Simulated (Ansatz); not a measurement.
**Short convergence ladders for LaSi2Ag2 (I4mm, 5 atoms in the cell)**

```
La(SiAg)2
1.0
   -2.16323     2.16323     5.35603
    2.16323    -2.16323     5.35603
    2.16323     2.16323    -5.35603
La Si Ag
1 2 2
Direct
  0.00467   0.00467   0.00000
  0.60961   0.60961   0.00000
  0.39039   0.39039   0.00000
  0.25000   0.75000   0.50000
  0.75000   0.25000   0.50000
```

Base method: LDA (PW92), default PAW files made with PBE (plane waves; Ansatz, a quantum-chemistry and plane-wave program).

Base settings: basis.ecutwfc = 420 eV; kpoints.mp_grid.grid = 9 9 9; hamiltonian.xc = lda; hamiltonian.pseudopotentials = {kind: paw} (the program's default PAW files); scf.occupations.method = fermi_dirac; scf.occupations.width = 0.1 eV.

The count of work is k-points × plane waves × bands × iterations; it is no time. Core times come from one kind of shared machine, to one figure; runs under 30 s give none.

**The k-point mesh**

Only quantities that move along the ladder and can be compared are tabulated.

```tsv
kpoints.mp_grid.grid	free energy less the last step's (meV/atom)	pressure (GPa)	largest difference of a force vector from the last step's (eV/Å)	count of work / last
2 2 2	84.44	-8.01	1.070	0.014
3 3 3	-28.04	-7.05	0.132	0.018
4 4 4	-3.17	-7.21	0.057	0.045
6 6 6	1.17	-7.10	0.040	0.10
8 8 8	0.41	-7.08	0.010	0.20
9 9 9	-0.07	-7.07	0.006	0.26
11 11 11	-0.14	-7.06	0.006	0.44
15 15 15	0.00	-7.07	0.000	1.0
```

Coarsest kpoints.mp_grid.grid that holds the free energy within 1 meV/atom of the last step, with all finer ones: 8 8 8, at 0.20 of the last step's count of work; the step before is off by 1.2 meV/atom.

Coarsest kpoints.mp_grid.grid that holds the pressure within 0.05 GPa of the last step, with all finer ones: 6 6 6, at 0.10 of the last step's count of work; the step before is off by 0.14 GPa.

**The k-point mesh at a smearing width of 0.02 eV**

In this ladder: scf.occupations.width = 0.02 eV.

Only quantities that move along the ladder and can be compared are tabulated.

```csv
kpoints.mp_grid.grid,free energy less the last step's (meV/atom),pressure (GPa),largest difference of a force vector from the last step's (eV/Å),count of work / last,core time / last (rough)
4 4 4,-0.38,-7.31,0.093,0.018,–
6 6 6,1.60,-7.13,0.082,0.041,–
8 8 8,0.55,-7.10,0.025,0.081,–
12 12 12,-0.14,-7.10,0.022,0.22,0.2
17 17 17,-0.09,-7.08,0.000,0.56,0.5
21 21 21,0.00,-7.09,0.000,1.0,1
```

Coarsest kpoints.mp_grid.grid that holds the forces within 0.02 eV/Å of the last step, with all finer ones: 17 17 17; the step before is off by 0.022 eV/Å.

Coarsest kpoints.mp_grid.grid that holds the pressure within 0.2 GPa of the last step, with all finer ones: 6 6 6, at 0.041 of the last step's count of work; the step before is off by 0.22 GPa.

Coarsest kpoints.mp_grid.grid that holds the free energy within 0.5 meV/atom of the last step, with all finer ones: 12 12 12, at 0.22 of the last step's count of work and about 0.2 of the last step's time; the step before is off by 0.55 meV/atom.

**The k-point mesh at a smearing width of 0.3 eV**

In this ladder: scf.occupations.width = 0.3 eV.

Only quantities that move along the ladder and can be compared are tabulated.

```tsv
kpoints.mp_grid.grid	free energy less the last step's (meV/atom)	pressure (GPa)	largest difference of a force vector from the last step's (eV/Å)	count of work / last
4 4 4	-3.89	-6.73	0.021	0.032
6 6 6	0.45	-6.65	0.009	0.074
8 8 8	0.06	-6.65	0.002	0.15
12 12 12	0.00	-6.65	0.000	0.40
17 17 17	0.00	-6.65	0.000	1.0
```

Coarsest kpoints.mp_grid.grid that holds the forces within 0.01 eV/Å of the last step, with all finer ones: 6 6 6, at 0.074 of the last step's count of work; the step before is off by 0.021 eV/Å.

Coarsest kpoints.mp_grid.grid that holds the pressure within 0.05 GPa of the last step, with all finer ones: 6 6 6, at 0.074 of the last step's count of work; the step before is off by 0.08 GPa.

Coarsest kpoints.mp_grid.grid that holds the free energy within 0.5 meV/atom of the last step, with all finer ones: 6 6 6, at 0.074 of the last step's count of work; the step before is off by 3.9 meV/atom.

On the base run: the starting cell comes from a database of computed structures (which also holds hypothetical and non-ambient phases and stackings), without a prior relaxation at this level. Its lattice was rescaled by up to half a per cent. One atom was moved a little off its site on purpose. In the base run, with a pressure of about -7 GPa the cell is away from its equilibrium volume at this level. Ansatz's pressure includes its estimate of the finite-basis (Pulay) stress.

Keys are those of Ansatz 0.2.
